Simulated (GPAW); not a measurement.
Variants of one calculation on GdBRh3 (Pm-3m, 5 atoms in the cell)

```
GdBRh3
1.0
    4.30096     0.00000     0.00000
    0.00000     4.30096     0.00000
    0.00000     0.00000     4.30096
Gd B Rh
1 1 3
Direct
  0.00000   0.00000   0.00000
  0.50000   0.50000   0.50000
  0.00000   0.50000   0.50000
  0.50000   0.00000   0.50000
  0.50000   0.50000   0.00000
```
Moments meant for the start (each program seeds them in its own way; μB, in the order of the atoms Gd B Rh Rh Rh): 7.0 0.0 1.0 1.0 1.0.

Base run A: LDA (Perdew-Wang 92), GPAW PAW datasets LDA (gpaw-data 1.0.1) (GPAW), self-consistent single point.

Its settings: spinpol = true; mode = pw; ecut = 950 eV; xc = LDA; kpts = 4 4 4; mesh shift (steps) = 0 0 0; occupations.name = methfessel-paxton; occupations.width = 0.272 eV; occupations.order = 1; nbands = -9; convergence.density = 1e-05 e/electron; convergence.energy = 1e-05 eV/electron; symmetry.symmorphic = false; symmetry.tolerance = 0.0005; maxiter = 150.

The starting cell comes from a database of computed structures (which also holds hypothetical and non-ambient phases and stackings), without a prior relaxation at this level. Its lattice was rescaled by a random factor within 2.5 % of one. With one magnetic atom in the cell only a parallel order is possible. With U or open f shells several self-consistent states can exist. The f electrons are in the valence without U or exact exchange, which can misplace them near the Fermi level. Spin-orbit terms, which matter for f shells, are left out. Without a gap this mesh is coarse (it stands for a supercell whose shortest vector is 17 Å).

ΔF is the free energy per atom less that of run A. A dash stands where there is no value to compare (another energy zero or no entropy term, no result, no spin, no clean gap, or a mesh too coarse for one). Total energies depend on the potentials, the functional and any Hubbard or dispersion term, so they are compared only between runs that share all of them.

```tsv
run	change	ΔF (meV/atom)	size of the net moment (μB/atom)	k-points
A	base	0.00	1.39	10
B	parallel starting moments (10.5 0 0 0 0 μB)	0.00	1.39	10
C	convergence.density: 1e-05 e/electron → 2e-05 e/electron; convergence.energy: 1e-05 eV/electron → 2e-07 eV/electron; convergence.eigenstates: default → 2e-11	0.00	1.39	10
D	kpts_shift: 0 0 0 → 0.5 0.5 0.5	3.5	1.39	4
E	xc: LDA → optB88-vdW (libvdwxc); potentials: GPAW PAW datasets PBE (gpaw-data 1.0.1) [optB88-vdW]	–	1.39	10
F	mixer.beta: default → 0.4	1431.3	0.04	10
G	mixer.beta: default → 0.05; mixer.weight: default → 20	0.00	1.39	10
H	mixer.beta: default → 0.05; mixer.nmaxold: default → 2	0.00	1.39	10
```

Run D against A: The free energy goes up by 3.5 meV/atom and the size of the net moment stays at 1.39 μB/atom.

Run C against A: The free energy stays essentially unchanged (within 1 meV/atom) and the size of the net moment stays at 1.39 μB/atom.

Run F against A: The free energy goes up by 1.43 eV/atom and the size of the net moment goes from 1.39 to 0.04 μB/atom.
